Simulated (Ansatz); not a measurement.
Effect of biaxial strain +1.38 %, plane normal [001], relaxed out of plane on hypothetical Fm-3m WTe2

Base system: WTe$_{2}$ (space group Fm-3m, No. 225; a = 6.572 Å; a hypothetical phase, not in the database extracts checked; relaxed with 0.1 eV smearing). Axes: x, y, z lie along the cube axes.

The change: tensile biaxial strain of 1.38 % in the plane normal to [001], as in epitaxy on a mismatched substrate; the out-of-plane cell vector and the atoms relax.

Calculations: Ansatz (a first-principles code), PBEsol, PAW, cutoff 420 eV, no spin-orbit coupling. k-mesh 15×15×15 (Γ-centred); smearing 0.1 eV (Fermi–Dirac).

* **Space group**: I4/mmm (No. 139) (base Fm-3m (No. 225))
* **Shortest interatomic distance**: 2.858 Å (base 2.846 Å)
* **Energy relative to the base (free energy F)**: +4.2 meV/atom
* **Pressure (mean of the normal stresses, compression positive)**: -1.4 GPa (base 0.0 GPa)
* **Band gap**: zero (base zero)
* **Out-of-plane strain**: -1.46 %
* **Ratio −ε⊥/ε∥**: 1.06
* **Mean in-plane stress (compression positive)**: -2.1 GPa

Stability against distortions was not tested. The final runs are not spin-polarised. WTe2 has a high density of states at the Fermi level and may be magnetic at this level.
